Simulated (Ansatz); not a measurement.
Ansatz (a program for electronic structure) run on Ag (Fm-3m, 1 atom in the cell): relaxation of cell and atoms.

Level of theory: PBE, PAW files (plane waves; Ansatz).

```yaml
crystal:
  lattice:
    - [0.00000, 2.04500, 2.04500]
    - [2.04500, 0.00000, 2.04500]
    - [2.04500, 2.04500, 0.00000]
  atoms:
    - { symbol: Ag, position: [0.00000, 0.00000, 0.00000] }
```

Reference input (self-consistent single point, DFT, PBE, plane waves, PAW files): basis.ecutwfc = 420 eV; kpoints.mp_grid.grid = 14 14 14; hamiltonian.xc = pbe; hamiltonian.pseudopotentials = {kind: paw} (an earlier, softer set of the program's PAW files); scf.occupations.method = gaussian; scf.occupations.width = 0.1 eV. This run's input differs from it in these lines:

```diff
@@ -22,2 +22,4 @@
     width: 0.1
+relax:
+  cell: {}
 output:
```

The program printed (abridged):

```
   [... SCF lines of the steps left out ...]
relax step   1: F+E_penalty+E_count = -7590.60473750 eV  Δ(F+E_penalty+E_count) = +0.000e0 eV  max|allowed force component| = 0.000e0 eV/Å  Δτ_max = 0.0000 Å  P = +4.343 GPa  Ω = 17.104 Å³  (6 SCF iters, dr2 threshold 1.00e-7 eV, accepted)
relax step   2: F+E_penalty+E_count = -7590.60975132 eV  Δ(F+E_penalty+E_count) = -5.014e-3 eV  max|allowed force component| = 0.000e0 eV/Å  Δτ_max = 0.0000 Å  P = -2.390 GPa  Ω = 18.380 Å³  energy of the carried Pulay correction = -6.232e-4 eV  (6 [...]
relax step   3: F+E_penalty+E_count = -7590.61397985 eV  Δ(F+E_penalty+E_count) = -4.229e-3 eV  max|allowed force component| = 0.000e0 eV/Å  Δτ_max = 0.0000 Å  P = -0.255 GPa  Ω = 17.906 Å³  energy of the carried Pulay correction = -3.970e-4 eV  (5 [...]
relax step   4: F+E_penalty+E_count = -7590.61404740 eV  Δ(F+E_penalty+E_count) = -6.755e-5 eV  max|allowed force component| = 0.000e0 eV/Å  Δτ_max = 0.0000 Å  P = +0.018 GPa  Ω = 17.851 Å³  energy of the carried Pulay correction = -3.703e-4 eV  (4 [...]
relax step   5: F+E_penalty+E_count = -7590.61437742 eV  Δ(F+E_penalty+E_count) = -3.300e-4 eV  max|allowed force component| = 0.000e0 eV/Å  Δτ_max = 0.0000 Å  P = -0.003 GPa  Ω = 17.851 Å³  stress off target by 2.59e-3 GPa  SCF on the basis [...]
basis re-selected at this cell: Δ(F+E_penalty+E_count) = -3.300e-4 eV, ΔP = -0.020 GPa vs the last step
Stability not checked: this state was not tested for a lower state beside it, because too few of the mixer's solves of this state at the end of the SCF gave a …
Free energy (F): -7590.614377 eV
Internal energy: -7590.612649 eV  (E = F + TS)
E sigma→0 (E₀):  -7590.613513 eV
Entropy (-TS):   -0.001728 eV (-1.728 meV/atom)
Fermi energy:    16.179391 eV
--- Forces (eV/Å), atoms counted from 1 ---
  atom   1  Ag    -0.00000000     0.00000000     0.00000000
   [... lines left out ...]
to start a new deck from the relaxed geometry:
  cell:  # Å, volume = 17.8511 Å³
    - [1.1345164291994088e-35, 2.074333875147277, 2.074333875147277]
    - [2.074333875147277, 1.5763807226770733e-34, 2.074333875147277]
    - [2.074333875147277, 2.074333875147277, -1.590313380579522e-34]
  atoms:
    - { symbol: Ag, position: [0.0, 0.0, 0.0] }
```

The run converged. 

Summary of the result:
* **Free energy E − TS (on the zero of these files)**: -7590.6144 eV
* **Fermi level (on the code's own zero)**: 16.18 eV
* **Pressure**: 0.00 GPa
* **Final cell**: a = b = c = 2.934 Å, α = β = γ = 60.00°
* **Final volume per atom**: 17.85 Å³
* **Relaxation steps**: 5

The starting cell has typed, rounded lattice constants, without a prior relaxation at this level. The relaxation keeps the symmetry of its start, so its end need not be a minimum. Ansatz's pressure includes its estimate of the finite-basis (Pulay) stress.

Keys are those of Ansatz 0.2.
